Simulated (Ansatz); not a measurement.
The parent structure is C in the diamond structure (space group Fd-3m, No. 227).

```yaml
crystal:
  lattice:
    - [0.00000, 1.78014, 1.78014]
    - [1.78014, 0.00000, 1.78014]
    - [1.78014, 1.78014, 0.00000]
  atoms:
    - { symbol: C, position: [0.50000, 0.50000, 0.50000] }
    - { symbol: C, position: [0.75000, 0.75000, 0.75000] }
```

Levels (all Ansatz, an electronic-structure program, PAW): r2SCAN (500 eV, no spin-orbit coupling); HSE06+SOC (420 eV, with spin-orbit coupling).

The geometry is relaxed with r2SCAN.

```
Property                                    Value
----------------------------  -------------------
r2SCAN valence-band top at Γ  0.00, 0.00, 0.00 eV
r2SCAN band gap                           4.36 eV
```

**Question.** How does going to HSE06+SOC change the valence-band top at Γ and band gap?

**Answer.** The valence-band top at Γ (three highest Kramers pairs, from the VBM) becomes 0.00, 0.00, -0.01 eV (r2SCAN: 0.00, 0.00, 0.00 eV); the band gap grows by 0.94 eV to 5.30 eV. The threefold valence maximum splits by Δso ≈ 14 meV.

Single points use the geometry relaxed with r2SCAN. HSE06 gaps are upper bounds (no full band path). Differences between runs with and without spin-orbit coupling are approximate. Whether these cells are dynamically stable was not tested.
